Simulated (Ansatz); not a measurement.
The (10-10) face of hcp Hf can be cut between different planes. Symmetric, stoichiometric slabs relaxed in the 1x1 cell (16.2 Å²): top plane Hf, 0.93 Å over the next in the ideal cut; top plane Hf, 1.85 Å over the next in the ideal cut.

Level of theory: PBE (plane waves to 420 eV, PAW; Ansatz, an electronic-structure program).

Q: Rank these by surface energy (lowest first), as PBE gives it.

A: the cut with an outer spacing of 0.93 Å (1.86 J/m²), the cut with an outer spacing of 1.85 Å (2.16 J/m²)
